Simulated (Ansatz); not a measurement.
Defect: interstitial H in rock-salt LiF with all lengths changed by -1 %, charge state +1. Computed with PBE, PAW (plane waves to 420 eV; Ansatz, a quantum-chemistry and plane-wave program).

Settings: 64 host sites, the strained lattice (strain from the relaxed PBE one, atoms relaxed), a 2×2×2 k-point mesh shifted by half a step, smearing 0.01 eV, spin-restricted, no image-charge correction. Energies are static. The charge state is imposed; whether it is stable for some Fermi level was not computed. Sites that were not tried may lie lower.

A. several atoms move together, H the farthest; the atom moves 1.42 Å along (0.00, -0.25, -0.25) of the unit cell; the moving atom starts with neighbours 2 F at 1.15; 2 Li at 1.82 Å and ends with 2 F at 1.15; 2 Li at 1.82 Å; saddle order not checked, on a symmetry element.
B. several atoms move together, H the farthest; the atom moves 2.00 Å along (0.00, -0.50, 0.00) of the unit cell; the moving atom starts with neighbours 2 F at 1.15; 2 Li at 1.82 Å and ends with 2 F at 1.15; 2 Li at 1.82 Å; saddle order not checked, on a symmetry element.

A band can be held on a symmetry element, so unchecked saddle points there may be too high.

Problem. Order them by forward barrier (lowest first) at the level PBE, PAW.

Solution. A (0.30 eV), B (0.78 eV)
